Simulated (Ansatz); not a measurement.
**InSb: energy against volume**

InSb (zinc blende, F-43m, 36.514 Å³/atom and stress up to 0.01 GPa in the relaxed cell, cube axes along x, y and z) under an equal strain ε along all three axes. PBE in Ansatz, a plane-wave DFT program (PAW, default set), 420 eV, 12×12×12 Γ-centred mesh, Fermi-Dirac smearing 0.05 eV; ions are relaxed, or left where forces stay under 0.02 eV/Å, within the symmetry of each cell. Against the start cell, which lies near the measured one, the relaxed cell differs by 7.4 % in volume; the values below rest on it.

Here V stands for volume and E for E less E0.

| volume (Å³/atom) | E less E0 (meV/atom) | pressure (GPa) |
|---|---|---|
| 33.3253 | ? | ? |
| 34.3667 | 16.28 | 2.58 |
| 34.8954 | 8.97 | 1.86 |
| 35.4295 | 3.91 | 1.19 |
| 35.9690 | 0.95 | 0.57 |
| 36.5140 | 0.00 | 0.00 |
| 37.0644 | 0.93 | -0.53 |
| 37.6204 | 3.64 | -1.02 |
| 38.1819 | 8.02 | -1.47 |
| 38.7489 | 13.98 | -1.89 |

### Question
Fit E against V with the third-order Birch-Murnaghan form, a cubic in V^(-2/3), and predict the withheld value at V = 33.3253.

### Answer
With u = V^(-2/3) - 0.0909, the rows have u = 0.0037037, 0.0027457, 0.0018022, 0.0008729, -0.0000426, -0.0009443, -0.0018328, -0.0027082, -0.0035706. Least squares gives E = 0.002 + 89.8·u + 1141615·u² + 5618181·u³. Residuals (row less fit): 0.000, -0.001, 0.005, -0.004, 0.000, 0.000, 0.002, 0.000, 0.000; standard error 0.003 (degrees of freedom: 5). Its minimum lies at u = -0.0000393, so V0 = (0.0908607)^(-3/2) = 36.51. There d²E/du² = 2282000 and d³E/du³ = 3.371e7, so B0 = (4/9) × 36.51^(-7/3) × 2282000 × 0.160218 = 36.7 GPa (the last factor turns the table's units into GPa), and B0' = 4 + (2/3) × 0.0908607 × (3.371e7)/2282000 = 4.9. B0' rests on the cubic coefficient alone and has a standard error of 0.1 from these residuals. At the withheld row, u = 0.0056645, so E = 0.002 + 89.8 × 0.0056645 + 1141615 × 0.0056645² + 5618181 × 0.0056645³ = 38.162 meV/atom. The calculation gives 38.15 meV/atom, 0.012 meV/atom below the prediction (0.0 % of the range of E in the table). The row lies outside the fitted rows, so this is an extrapolation. The scatter of the fitted rows lies at the last printed digit.

This level leaves no gap over 0.05 eV at strain -3.00, -2.00, -1.50, -1.00, -0.50, 0.00, 0.50, 1.00, 1.50, 2.00 %. Spin-orbit coupling is left out, which can shift these values for the heavy elements here. Other structures, which can take over under pressure, weren't tried. The same form fitted to the pressure column gives B0' = 4.9; series where the two differ by over 0.4 aren't shown. Rows are the converged runs of the series near zero and its far end, less any whose ions stayed unrelaxed beside relaxed ones; series whose fitted rows scatter by over a few per cent of the range, as at a crossing or softening among them, aren't shown in this form.
